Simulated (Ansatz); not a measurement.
The reference is SiC (space group P6_3mc, No. 186; a = 3.0781 Å, c = 10.0760 Å).

Structures relaxed with PBEsol in Ansatz (plane waves to 420 eV, PAW, no spin-orbit coupling).

Base:

Simulated powder pattern, Cu Kα1, λ = 1.54056 Å (kinematic, ideal powder, no thermal factors, no anomalous dispersion; the 10 strongest lines at most, above 2 %, up to 2θ = 90°):

| 2θ (°) | I/Imax (%) | hkl |
|---|---|---|
| 33.59 | 25 | (100) |
| 34.78 | 100 | (101) |
| 35.61 | 67 | (004) |
| 38.16 | 100 | (102) |
| 43.30 | 18 | (103) |
| 57.26 | 26 | (105) |
| 60.07 | 61 | (110) |
| 65.66 | 46 | (106) |
| 71.82 | 46 | (114) |
| 73.43 | 16 | (202) |

The change: the cell is scaled by 1.0150 in all directions, atoms relaxed at fixed cell.

After the change:

Simulated powder pattern, Cu Kα1, λ = 1.54056 Å (kinematic, ideal powder, no thermal factors, no anomalous dispersion; the 10 strongest lines at most, above 2 %, up to 2θ = 90°):

```tsv
2θ (°)	I/Imax (%)	hkl
33.08	25	(100)
34.25	100	(101)
35.07	67	(004)
37.58	99	(102)
42.63	18	(103)
56.34	26	(105)
59.09	61	(110)
64.57	46	(106)
70.60	46	(114)
72.17	16	(202)
```

The indices refer to the base's conventional cell; one index is shown for lines that coincide.

The cells carry an imposed strain or load. Whether these cells are dynamically stable was not tested.

Ansatz is an electronic-structure program.
